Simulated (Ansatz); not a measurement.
This concerns the formation energy of YN (rock salt, Fm-3m) from the elements. Reaction: Y (hcp) + 1/2 N2 (gas) → YN (rock salt). The sign is products less reactants. The value is per atom of the solid.

YN (rock salt, Fm-3m), 2 atoms in the cell, k-point mesh 12×12×12 on the run's own vectors.
```
CELL_PARAMETERS angstrom
      0.00000     2.45287     2.45287
      2.45287     0.00000     2.45287
      2.45287     2.45287     0.00000
ATOMIC_POSITIONS crystal
  Y  0.00000 0.00000 0.00000
  N  0.50000 0.50000 0.50000
```

Y (hcp, P6₃/mmc), 2 atoms in the cell, k-point mesh 24×24×10 on the run's own vectors. Conventional cell: a = b = 3.6523 Å, c = 5.6999 Å, α = β = 90.00°, γ = 120.00°.

An isolated N2 molecule (singlet) in a box of 11 × 11 × 13 Å.

Plane-wave PAW calculations with Ansatz (a quantum-chemistry and plane-wave program), its default PAW set, cutoff 420 eV, 500 eV for r2SCAN. The structures are at rest with PBE; other levels are single points on them, but for the rows marked own geometry. HSE06 runs on coarser k-point meshes, mended by the PBE difference between the two meshes. Some cells are metallic or hold partly filled levels, where a hybrid on a coarse mesh is less sure. Neutral cells; Fermi-Dirac smearing of at most 0.10 eV in the solids, energies taken to zero width. The lattices are those relaxed with PBE, so at other levels the solids can be strained, which adds to the spread. A dispersion term (D3(BJ), or D4 for r2SCAN) was computed beside these levels and is taken off wherever the name lacks it. Static lattices, no vibrational contributions.

Predict the value from r2SCAN+D4.

-2.05 eV/atom, for Y (hcp) + 1/2 N2 (gas) → YN (rock salt).

List the value at the remaining levels and say how far they part.


```
Level                  value (eV/atom)  less r2SCAN+D4
---------------------  ---------------  --------------
PBE+D3(BJ)                       -1.85            0.20
HSE06                            -1.84            0.21
HSE06+D3(BJ)                     -2.02            0.03
r2SCAN (own geometry)            -1.98            0.07
```

The levels span 0.21 eV/atom, from r2SCAN+D4 (-2.05) to HSE06 (-1.84).
